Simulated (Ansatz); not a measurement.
**Response to strain in PbSe**

The reference is PbSe in the rock salt structure (space group Fm-3m, No. 225).

```
PbSe
1.0
    0.00000     3.08901     3.08901
    3.08901     0.00000     3.08901
    3.08901     3.08901     0.00000
Pb Se
1 1
Direct
  0.00000   0.00000   0.00000
  0.50000   0.50000   0.50000
```

Cartesian axes are those of the cell as printed.

Strains are applied to the cell and any free atomic positions relax; under biaxial strain the out-of-plane vector relaxes too.

The values are results of DFT with r2SCAN, PAW potentials and a 500 eV plane-wave cutoff in Ansatz (a first-principles code), no spin-orbit coupling, not measurements.

Candidates:
(a) biaxial strain −1.50 %, plane normal [001], relaxed out of plane
(b) biaxial strain −2.50 %, plane normal [001], relaxed out of plane
(c) biaxial strain −2.00 %, plane normal [001], relaxed out of plane
(d) biaxial strain −3.00 %, plane normal [001], relaxed out of plane

For the base:

The band gap is 0.67 eV.

Task: Order them by band gap, lowest first.

Result: (d) biaxial strain −3.00 %, plane normal [001], relaxed out of plane (0.43 eV), (b) biaxial strain −2.50 %, plane normal [001], relaxed out of plane (0.48 eV), (c) biaxial strain −2.00 %, plane normal [001], relaxed out of plane (0.52 eV), (a) biaxial strain −1.50 %, plane normal [001], relaxed out of plane (0.56 eV)

With Pb present, leaving out spin-orbit coupling can change the band edges. Stability against distortions was not tested.
